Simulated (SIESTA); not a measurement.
A self-consistent single point of SrMn2Ge2 (I4mm, 5 atoms in the cell) with SIESTA.

Method: GGA PBEsol, numerical atomic orbitals DZP, PseudoDojo PBEsol standard norm-conserving potentials (rewritten from UPF to PSML) (SIESTA 5.4.2).

The change in words: lattice scaled by 0.98; ElectronicTemperature: 0.1 eV → 0.05 eV. Reference geometry:
```
CELL_PARAMETERS angstrom
     -2.03069     2.03069     5.73569
      2.03069    -2.03069     5.73569
      2.03069     2.03069    -5.73569
ATOMIC_POSITIONS crystal
  Sr 0.00436 0.00436 0.00000
  Mn 0.75000 0.25000 0.50000
  Mn 0.25000 0.75000 0.50000
  Ge 0.63376 0.63376 0.00000
  Ge 0.36624 0.36624 0.00000
```
Moments meant for the start (each program seeds them in its own way; μB, in the order of the atoms Sr Mn Mn Ge Ge): 0.0 4.0 4.0 0.0 0.0.

Reference input (self-consistent single point, DFT, GGA PBEsol, numerical atomic orbitals DZP, PseudoDojo PBEsol standard norm-conserving potentials (rewritten from UPF to PSML)): XC.functional = GGA; XC.authors = PBEsol; potentials = PseudoDojo PBEsol standard; PAO.BasisSize = DZP; PAO.EnergyShift = 0.01 Ry; MeshCutoff = 400 Ry; kgrid.MonkhorstPack = 5 5 5; OccupationFunction = FD; ElectronicTemperature = 0.1 eV; Spin = polarized; DM.InitSpin = [1 +0.00, 2 +4.00, 3 +4.00, 4 +0.00, 5 +0.00]; MaxSCFIterations = 150. This run's input differs from it in these lines:

```diff
@@ -13,5 +13,5 @@
 %block LatticeVectors
-    -2.030686000    2.030686000    5.735692000
-     2.030686000   -2.030686000    5.735692000
-     2.030686000    2.030686000   -5.735692000
+    -1.990072000    1.990072000    5.620978000
+     1.990072000   -1.990072000    5.620978000
+     1.990072000    1.990072000   -5.620978000
 %endblock LatticeVectors
@@ -19,7 +19,7 @@
 %block AtomicCoordinatesAndAtomicSpecies
-    -0.000000000    0.000000000    0.050003763  1
-     0.000000000    2.030686000    2.867846000  2
-     2.030686000    0.000000000    2.867846000  2
-     0.000000000   -0.000000000    7.270104324  3
-    -0.000000000    0.000000000    4.201279676  3
+    -0.000000000    0.000000000    0.049003686  1
+    -0.000000000    1.990072000    2.810489000  2
+     1.990072000    0.000000000    2.810489000  2
+    -0.000000000    0.000000000    7.124702035  3
+    -0.000000000    0.000000000    4.117253965  3
 %endblock AtomicCoordinatesAndAtomicSpecies
@@ -37,3 +37,3 @@
 OccupationFunction           FD
-ElectronicTemperature        0.1 eV
+ElectronicTemperature        0.05 eV
 Spin                         polarized
```

Log, with long lists cut:

```
        iscf     Eharris(eV)        E_KS(eV)     FreeEng(eV)     dDmax    Ef(eV) dHmax(eV)
   scf:    1   -11606.723883   -11676.518394   -11676.538402  0.916742 -2.636226 24.982463
     spin moment: {S} , |S| = {        0.0        0.0    5.32978 }     5.32978
   scf:    2   -11709.544713   -11697.545156   -11697.576381  0.209987 -3.706296  9.263172
     spin moment: {S} , |S| = {        0.0        0.0    5.37045 }     5.37045
   scf:    3   -11701.099317   -11700.515153   -11700.544519  0.097298 -4.319158  2.635597
     spin moment: {S} , |S| = {        0.0        0.0    5.32153 }     5.32153
   [... lines left out ...]
     spin moment: {S} , |S| = {        0.0        0.0    4.23806 }     4.23806
   scf:   22   -11701.190190   -11701.190190   -11701.214946  0.000017 -4.397159  0.000323
     spin moment: {S} , |S| = {        0.0        0.0    4.23790 }     4.23790
   scf:   23   -11701.190189   -11701.190190   -11701.214946  0.000021 -4.397136  0.000093
     spin moment: {S} , |S| = {        0.0        0.0    4.23773 }     4.23773
   scf:   24   -11701.190190   -11701.190190   -11701.214946  0.000001 -4.397135  0.000102
     spin moment: {S} , |S| = {        0.0        0.0    4.23774 }     4.23774
SCF Convergence by DM+H criterion
max |DM_out - DM_in|         :     0.0000014900
max |H_out - H_in|      (eV) :     0.0001020661
SCF cycle converged after 24 iterations

Using DM_out to compute the final energy and forces

siesta: E_KS(eV) =           -11701.1902

siesta: E_KS - E_eggbox =    -11701.1902

siesta: Atomic forces (eV/Ang):
     1    0.000199    0.000199   -0.393794
     2    0.000438   -0.000443    0.117822
     3   -0.000443    0.000438    0.117822
     4   -0.000986   -0.000986    0.101812
     5    0.001028    0.001028    0.056447
   Tot    0.000237    0.000237    0.000109
   Max    0.393794
   Res    0.114424    sqrt( Sum f_i^2 / 3N )
   Max    0.393794    constrained

Stress tensor Voigt[x,y,z,yz,xz,xy] (kbar):      -79.78      -79.78      -64.17        0.34        0.34        0.11
   [... lines left out ...]
siesta: FreeEng =    -11701.214946
siesta: Cell volume =         89.044983 Ang**3
siesta:          74.57460691         64.98772497  kBar
   [... lines left out ...]

              0.063   0.044

mulliken: Qtot =       31.881

Mulliken Atomic Populations:
Atom #   charge [q] valence [e]      Sz [e]  Species
     1     1.385865    8.614135   -0.110599  Sr
     2     0.745138   14.254862    2.410487  Mn
     3     0.745138   14.254862    2.410487  Mn
     4    -1.453582   15.453582   -0.233173  Ge
     5    -1.422559   15.422559   -0.239466  Ge
 Total    -0.000000                4.237736
```

The run converged in 24 iterations. Against the reference run the free energy rises by 33.9 meV/atom, the pressure goes from 0.69 to 7.46 GPa, the largest force goes from 0.463 to 0.394 eV/Å and the size of the net moment goes from 0.91 to 0.85 μB/atom.

The starting cell comes from a database of computed structures (which also holds hypothetical and non-ambient phases and stackings), without a prior relaxation at this level. Its lattice was rescaled by up to half a per cent. One atom was moved a little off its site on purpose. For this run, on top of that: lattice scaled by 0.98. The magnetic order is the one reached from the typed start; others were not searched systematically. Values carry the incompleteness of an atom-centred basis. With a pressure of about 7 GPa the cell is away from its equilibrium volume at this level.

Cost on one core of a shared machine: roughly 6 min.
